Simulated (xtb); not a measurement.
xtb 6.7.1, GFN2-xTB: Ge(OEt)4 (CC[O][Ge]([O]CC)([O]CC)[O]CC), 33 atoms. The geometry is a generated start, not checked to be a minimum at this level.

method: GFN2-xTB
--acc: 1 (default)
--etemp (K): 300 (default)
detailed input (--input): none: ANC optimiser, Lindh (1995) Hessian, microcycle=20, maxdispl=1.0, hlow=0.01 (default)
basis functions: 78
valence electrons: 80

The structure is relaxed from this start with --opt LEVEL for the levels crude, sloppy, loose, lax, normal, tight, vtight, extreme, once each. Up to the end of the extreme run atoms move by at most 2.8 Å along an axis.

### Question
Choose the cheapest level whose final energy lies within 1 meV of that of extreme.

### Answer
normal: 168 cycles against 206, ending 0.62 meV above.

| level | cycles | energy above the extreme run (meV) | gradient norm (eV/Å) |
|---|---|---|---|
| crude | 1 | 260 | 0.17 |
| sloppy | 1 | 260 | 0.17 |
| loose | 1 | 260 | 0.17 |
| lax | 4 | 260 | 0.100 |
| normal | 168 | 0.62 | 0.025 |
| tight | 174 | 0.33 | 0.018 |
| vtight | 203 | under 0.01 | 0.0026 |
| extreme | 206 | — | 0.0011 |
